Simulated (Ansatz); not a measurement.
Input and output of a self-consistent single point for BiB (C2/c, 4 atoms in the cell) (Ansatz, a program for electronic structure).

Level of theory: PBEsol, default PAW files made with PBE (plane waves; Ansatz).

```yaml
crystal:
  lattice:
    - [3.11252, -2.27458, 0.00000]
    - [3.11252, 2.27458, 0.00000]
    - [-1.12973, 0.00000, 6.72217]
  atoms:
    - { symbol: B, position: [0.00000, 0.50000, 0.00000] }
    - { symbol: B, position: [0.50000, 0.00000, 0.50000] }
    - { symbol: Bi, position: [0.58160, 0.41840, 0.25000] }
    - { symbol: Bi, position: [0.41840, 0.58160, 0.75000] }
```

Reference input (self-consistent single point, DFT, PBEsol, plane waves, default PAW files made with PBE): kpoints.mp_grid.grid = 7 7 4; kpoints.mp_grid.shift = 0.5 0.5 0.5; hamiltonian.xc = pbesol; hamiltonian.pseudopotentials = {kind: paw} (the program's default PAW files); scf.occupations.method = fermi_dirac; scf.occupations.width = 0.1 eV. This run's input differs from it in these lines:

Ansatz 0.2 input:
```diff
@@ -12,3 +12,3 @@
 kpoints:
-  mp_grid: { grid: [7, 7, 4], shift: [0.5, 0.5, 0.5] }
+  mp_grid: { grid: [6, 6, 4], shift: [0.5, 0.5, 0.5] }
 hamiltonian:
```

Output (repeated stretches shortened):

```
SCF iter   1: F=—  HF=-24783.486391 eV  |F-HF|=—  |Δ(HF+E_count)|=         —  Δρ=4.85e-3  dr2=2.78e-2  ethr=1.77e-3  ⟨swp⟩=5.9  Hψ=4411  notcnv=0
all-band conjugate gradients solve this SCF's bands
preconditioner: auto → Kerker (q_TF=auto, 2.320 Å⁻¹)
SCF iter   2: F=—  HF=-24783.479559 eV  |F-HF|=—  |Δ(HF+E_count)|=   6.83e-3  Δρ=2.75e-3  dr2=9.44e-3  ethr=7.72e-5  ⟨swp⟩=1.0  Hψ=1260  notcnv=0
SCF iter   3: F=—  HF=-24783.476872 eV  |F-HF|=—  |Δ(HF+E_count)|=   2.69e-3  Δρ=5.63e-4  dr2=5.02e-4  ethr=2.62e-5  ⟨swp⟩=2.1  Hψ=1240  notcnv=0
SCF iter   4: F=—  HF=-24783.476760 eV  |F-HF|=—  |Δ(HF+E_count)|=   1.12e-4  Δρ=2.06e-4  dr2=8.36e-5  ethr=1.39e-6  ⟨swp⟩=2.7  Hψ=1732  notcnv=0
SCF iter   5: F=—  HF=-24783.476755 eV  |F-HF|=—  |Δ(HF+E_count)|=   5.33e-6  Δρ=8.37e-5  dr2=7.84e-6  ethr=2.32e-7  ⟨swp⟩=2.2  Hψ=1247  notcnv=0
SCF iter   6: F=—  HF=-24783.476757 eV  |F-HF|=—  |Δ(HF+E_count)|=   1.65e-6  Δρ=1.86e-5  dr2=2.84e-7  ethr=2.18e-8  ⟨swp⟩=3.0  Hψ=1740  notcnv=0
SCF iter   7: F=-24783.476757 eV  HF=-24783.476757 eV  |F-HF|=4.11e-10  |Δ(HF+E_count)|=   1.20e-8  Δρ=3.87e-6  dr2=1.80e-8  ethr=2.78e-10  ⟨swp⟩=6.1  Hψ=4420  notcnv=0
SCF 1 converged in 7 iterations: F = -24783.476757 eV  dr2 = 1.80e-8
Free energy (F): -24783.476757 eV
Internal energy: -24783.405712 eV  (E = F + TS)
E sigma→0 (E₀):  -24783.441234 eV
Entropy (-TS):   -0.071044 eV (-17.761 meV/atom)
Fermi energy:    8.206601 eV
--- Forces (eV/Å), atoms counted from 1 ---
  atom   1  B      0.00000000     0.00000000     0.00000000
  atom   2  B      0.00000000    -0.00000000     0.00000000
  atom   3  Bi     0.00000000     0.10718534     0.00000000
  atom   4  Bi     0.00000000    -0.10718534     0.00000000
--- Stress (GPa, compression-positive) ---
       -8.255630       0.000000      -2.137536
        0.000000      -8.014056       0.000000
       -2.137536       0.000000      -6.482547
  P = ⅓ Tr σ = -7.5841 GPa (-75.841 kbar)
  The stress holds the Pulay correction. Without it, at fixed plane waves, as pw.x and ABINIT print it: P = -7.6351 GPa
```

The run converged in 7 iterations. Against the reference run the free energy goes down by 1.6 meV/atom, the pressure goes from -7.45 to -7.58 GPa and the largest force goes from 0.142 to 0.107 eV/Å.

The starting cell was generated: these elements placed on a structure prototype, without a prior relaxation; it need not be a known phase or ordering of this composition. With a pressure of about -8 GPa the cell is away from its equilibrium volume at this level. Ansatz's pressure includes its estimate of the finite-basis (Pulay) stress.
